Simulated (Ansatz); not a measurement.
Consider CaS in the rock salt structure (space group Fm-3m, No. 225; a = 5.633 Å). Axes: x, y, z lie along the cube axes.

Calculations: plane-wave PAW DFT at the PBEsol level (Ansatz, an electronic-structure program, 420 eV), no spin-orbit coupling.

Before the change:

```
Item                                Result
---------------------  -------------------
Volume per atom                   22.34 Å³
Valence-band top at Γ  0.00, 0.00, 0.00 eV
```

One thing is altered: biaxial strain +2.50 %, plane normal [111], relaxed out of plane (Cartesian); in-plane vectors clamped, the third vector and the atoms free.

Question: Estimate the effect on the in-plane stress, energy relative to the base, volume per atom and valence-band top at Γ.

Answer: The mean in-plane stress (compression positive) amounts to -2.7 GPa; the energy goes up by 9.8 meV/atom; the volume per atom grows by 0.70 Å³ to 23.04 Å³; the valence-band top at Γ (three highest levels, from the VBM) changes from 0.00, 0.00, 0.00 eV to 0.00, -0.21, -0.21 eV.

The levels and masses belong to the bands next to the band gap. Whether these cells are dynamically stable was not tested.
